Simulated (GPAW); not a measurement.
Worked example: self-consistent single point of PbS2 (I4/mcm, 6 atoms in the cell) in GPAW.

Computed with LDA (Perdew-Wang 92), GPAW PAW datasets LDA (gpaw-data 1.0.1) (plane waves; GPAW).

The change in words: lattice scaled by 0.98. Reference geometry:
```yaml
crystal:
  lattice:
    - [-3.06881, 3.06881, 3.76905]
    - [3.06881, -3.06881, 3.76905]
    - [3.06881, 3.06881, -3.76905]
  atoms:
    - { symbol: Pb, position: [0.75000, 0.75000, 0.00000] }
    - { symbol: Pb, position: [0.25000, 0.25000, 0.00000] }
    - { symbol: S, position: [0.11903, 0.61903, 0.73806] }
    - { symbol: S, position: [0.88097, 0.38097, 0.26194] }
    - { symbol: S, position: [0.61903, 0.88097, 0.50000] }
    - { symbol: S, position: [0.38097, 0.11903, 0.50000] }
```

Reference input (self-consistent single point, DFT LDA (Perdew-Wang 92), plane waves, GPAW PAW datasets LDA (gpaw-data 1.0.1)): mode = pw; ecut = 550 eV; xc = LDA; kpts = 6 6 6; mesh shift (steps) = 0 0 0; occupations.name = fermi-dirac; occupations.width = 0.05 eV; nbands = -8; convergence.forces = 0.001 eV/Å; convergence.bands = -6; symmetry.symmorphic = false; symmetry.tolerance = 0.0005. This run's input differs from it in these lines:

```diff
@@ -5,11 +5,11 @@
 atoms = Atoms(['Pb', 'Pb', 'S', 'S', 'S', 'S'],
-              cell=[[-3.068815, 3.068815, 3.769047],
-                    [3.068815, -3.068815, 3.769047],
-                    [3.068815, 3.068815, -3.769047]],
-              positions=[[0.000000, -0.000000, 5.653570],
-                         [0.000000, 0.000000, 1.884524],
-                         [3.799377, 0.730562, -0.000000],
-                         [-0.730562, 2.338253, 3.769047],
-                         [2.338253, 0.730562, 3.769047],
-                         [0.730562, 2.338253, 0.000000]],
+              cell=[[-3.007439, 3.007439, 3.693666],
+                    [3.007439, -3.007439, 3.693666],
+                    [3.007439, 3.007439, -3.693666]],
+              positions=[[-0.000000, 0.000000, 5.540499],
+                         [0.000000, 0.000000, 1.846833],
+                         [3.723390, 0.715951, -0.000000],
+                         [-0.715951, 2.291488, 3.693666],
+                         [2.291488, 0.715951, 3.693666],
+                         [0.715951, 2.291488, -0.000000]],
               pbc=True)
```

Output, abridged:

```
     iter     time        total  log10-change:
                         energy   eigst   dens  force
iter:   1 --:--:--   -30.091669   +0.50
iter:   2 --:--:--   -30.116269   -0.43  -1.20
iter:   3 --:--:--   -29.718984   -1.24  -1.24
iter:   4 --:--:--   -29.694064   -1.52  -1.45
iter:   5 --:--:--   -29.654489   -2.24  -1.69
iter:   6 --:--:--   -29.629941   -2.88  -2.07
iter:   7 --:--:--   -29.627038   -3.47  -2.51
iter:   8 --:--:--   -29.626818c  -4.34  -2.60
iter:   9 --:--:--   -29.626859c  -4.59  -3.12
iter:  10 --:--:--   -29.626572c  -5.00  -3.01
iter:  11 --:--:--   -29.626567c  -5.79  -3.75
iter:  12 --:--:--   -29.626567c  -6.87  -4.11c
iter:  13 --:--:--   -29.626573c  -6.24  -4.15c
iter:  14 --:--:--   -29.626568c  -6.26  -3.94
iter:  15 --:--:--   -29.626567c  -7.86c -4.43c
iter:  16 --:--:--   -29.626568c  -7.73c -4.58c -1.93
iter:  17 --:--:--   -29.626567c  -7.60c -4.38c -1.82
iter:  18 --:--:--   -29.626567c  -8.91c -4.62c -3.43c
Converged after 18 iterations.

Dipole moment: (0.000000, -0.000000, -0.000000) |e|*Ang

Energy contributions relative to reference atoms: (reference = -1177240.203035)

Kinetic:        +44.300117
Potential:      -42.607996
External:        +0.000000
XC:             -31.474024
Entropy (-ST):   -0.001244
Local:           +0.155958
SIC:             +0.000000
--------------------------
Free energy:    -29.627189
Extrapolated:   -29.626567

Showing only first 2 kpts
 Kpt  Band  Eigenvalues  Occupancy
  0    24      3.67798    2.00000
  0    25      6.70353    1.99979
  0    26     10.03869    0.00000
  0    27     10.03869    0.00000

  1    24      4.17067    2.00000
  1    25      5.96450    2.00000
  1    26      9.14172    0.00000
  1    27      9.45511    0.00000

Fermi level: 7.16150

No gap
   [... lines left out ...]
  0 Pb   -0.00000    0.00000   -0.00000
  1 Pb   -0.00000    0.00000    0.00000
  2 S     0.52187    0.52187    0.00000
  3 S    -0.52187   -0.52187    0.00000
  4 S    -0.52187    0.52187   -0.00000
  5 S     0.52187   -0.52187   -0.00000

Stress tensor:
    -0.008005     0.000000     0.000000
     0.000000    -0.008005     0.000000
     0.000000     0.000000     0.004622
Stress (GPa, Voigt): [-1.2826 -1.2826  0.7406  0.      0.      0.    ]
```

The run converged in 18 iterations. GPAW prints stress with tension positive. Against the reference run the free energy drops by 12.2 meV/atom, the pressure goes from -3.38 to 0.61 GPa and the largest force goes from 0.264 to 0.738 eV/Å.

The starting cell comes from a database of computed structures (which also holds hypothetical and non-ambient phases and stackings), without a prior relaxation at this level. Its lattice was rescaled by a random factor within 2.5 % of one. For this run, on top of that: lattice scaled by 0.98. The run gives no clean gap (levels at the Fermi energy touch, overlap or are partly filled at this smearing), which alone does not show that the compound is a metal.

Cost on one core of a shared machine: roughly 70 s.
